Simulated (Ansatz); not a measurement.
Work function of faces of fcc Ir in PBE and in r2SCAN, in Ansatz (plane waves, PAW). Symmetric slabs relaxed with PBE from ideal cuts in 1x1 cells (the lowest computed cut and spin start of each face; real faces may reconstruct in larger cells); r2SCAN values are single points on them, with the bulk at the same level. No spin-orbit coupling, no U.

```tsv
face	PBE (eV)	r2SCAN (eV)
(100)	5.55	5.64
(110)	4.86	4.84
(111)	5.49	5.53
(210)	5.00	5.02
(211)	5.27	5.30
(221)	5.19	5.20
(310)	5.16	?
(311)	5.30	5.35
(320)	4.92	4.91
```

Question: Fit a straight line y = a·x + b by least squares to the 8 complete rows (x: PBE (eV); y: r2SCAN (eV)).

Answer: the means are x̄ = 5.1975 and ȳ = 5.2237; Σ(x − x̄)² = 0.45555 and Σ(x − x̄)(y − ȳ) = 0.51177, so a = 1.123 and b = ȳ − a·x̄ = -0.615. The largest residual is 0.022.

Question: What does the line predict for the withheld row, (310), and what did the calculation give?

Answer: the line gives 5.18; the calculation gave 5.21, a miss of 0.03, of the size of the fitted rows' scatter and rounding.

Ansatz is a first-principles code.
